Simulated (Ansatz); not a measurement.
Gap of a (5,5) germanium nanotube at several levels, all on one geometry.

Levels: PBE (plane waves to 420 eV, PAW; Ansatz, an electronic-structure program); PBE with spin-orbit coupling (Ansatz); r2SCAN (plane waves to 500 eV, PAW; Ansatz). Unmarked values and the geometry are of the first. Mesh 1×1×18. No spin polarisation. Periodic along z alone, with about 11 Å of vacuum beside it. A hypothetical model, rolled from the flat sheet. Symmetry and one short period hold its shape; lower forms weren't sought. Values not marked SOC lack spin–orbit coupling.

| level | gap (eV) |
|---|---|
| PBE | 0.49 |
| PBE+SOC | 0.49 |
| r2SCAN | … |

**Question.** Some entries are withheld; supply them.

**Answer.** 
- r2SCAN, gap (eV): 0.55
